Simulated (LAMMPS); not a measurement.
LAMMPS 22 Jul 2025, classical MD, Buckingham with full ionic charges: MgO, 5832 atoms.

```
Quantity                                                                                        Result
-----------------------------------------------  -----------------------------------------------------
task                                                                                           MD, nve
potential                                                           Buckingham with full ionic charges
copies of the repeat unit                                                                        9×9×9
shape (slab and sphere leave vacuum in the box)                                                   bulk
steps                                                                                              200
timestep                                                                                          1 fs
neighbor skin                                                                                      2 Å
neigh_modify                                                                 every 1 delay 0 check yes
thermo                                                                                              50
kspace_style                                                                                      pppm
pair cutoff                                                                                       10 Å
newton                                                                                    on (default)
atom_modify sort (bins of 2 Å where set)                                                1000 (default)
comm_style                                                                             brick (default)
box                                                                               37.9 × 37.9 × 37.9 Å
start                                            generated rock salt lattice, warmed in an untimed run
```

All runs start from one configuration, warmed at this fixed volume for 1000 steps under a thermostat at 600 K. The reference run has a mean temperature of 599 K and a mean pressure of 1.5 GPa.

Differences are taken against the run with kspace_accuracy = 1e-08, kspace_modify order 7; no run here is proven converged. One run each, on a shared machine, so no times are given.

Measured:

| setting | k-space grid | energy against the reference | difference in forces on 48 atoms (largest component) |
|---|---|---|---|
| the reference | 108×108×108 | — | — |
| kspace_accuracy = 1e-06, kspace_modify order 5 diff ik (default) | 90×90×90 | −0.0040 meV/atom | 0.0094 meV/Å |
| kspace_accuracy = 1e-05, kspace_modify order 5 diff ik (default) | 54×54×54 | −0.058 meV/atom | 0.078 meV/Å |
| kspace_accuracy = 0.001, kspace_modify order 5 diff ik (default) | 20×20×20 | −7.5 meV/atom | 6.7 meV/Å |
| kspace_accuracy = 0.01, kspace_modify order 5 diff ik (default) | 12×12×12 | −86 meV/atom | 56 meV/Å |
| kspace_accuracy = 0.1, kspace_modify order 5 diff ik (default) | 8×8×8 | −480 meV/atom | 230 meV/Å |

### Question
Predict the row for kspace_accuracy = 0.0001, kspace_modify order 5 diff ik (default).

### Answer
k-space grid: 32×32×32; energy against the reference: −0.73 meV/atom; difference in forces on 48 atoms (largest component): 0.83 meV/Å. Total energies are compared; such shifts often cancel in part in energy differences. Energies and forces are those of the first step; by LAMMPS's own estimate the reference reaches a relative force accuracy of 7e-07.
